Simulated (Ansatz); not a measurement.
# Os in the hcp (Mg type) structure (space group P6_3/mmc, No. 194)

Space group P6₃/mmc (No. 194); a = b = 2.729 Å, c = 4.306 Å, α = β = 90.00°, γ = 120.00°

```json
[
 {"atom": "Os", "site": "2c", "symmetry": "-6m2", "x": "0.3333", "y": "0.6667", "z": "0.2500"}
]
```

Level of theory: PBEsol (Ansatz, a quantum-chemistry and plane-wave program; PAW; 420 eV plane waves; no spin-orbit coupling). k-mesh 19×19×11 (Γ-centred); smearing 0.05 eV (Fermi–Dirac).

| Item | Value |
|---|---|
| Volume per atom | 13.89 Å³ |
| Density | 22.74 g/cm³ |
| Band gap | zero |
| Total energy | -11251.061 eV/atom (σ→0; compares only within this code and set-up) |

Stability against distortions was not tested. The final runs are not spin-polarised.
